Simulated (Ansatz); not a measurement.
Functionals compared on a constructed model of the (111) surface of fcc Pt, a pseudomorphic layer of W in the host's stacking (bottom of the slab: a bare face, its two planes held), in Ansatz (plane waves, PAW). The structure was relaxed with PBE; the other rows are single points on it. Cutoff 420 eV (500 eV for r2SCAN).

Model: 7-atom slab, 14.1 Å thick at the start, 15x15x1 mesh, Fermi-Dirac 0.1 eV, dipole correction, 2 atoms held, the rest relaxed; start symmetry kept, larger cells not searched; no spin, no spin-orbit, no U. It is one candidate, not shown to be the stable structure of the face. These notes are the PBE run's.

| functional | work function of the top face (eV) | rough cost of the single point |
|---|---|---|
| PBE | 5.43 | – |
| RPBE | 5.30 | very roughly 40 core-seconds |
| r2SCAN | ? | around 80 core-seconds (rough) |

Question: Complete the blanks.

Answer: 
- r2SCAN, work function of the top face (eV): 5.51

Ansatz is a program for electronic structure.
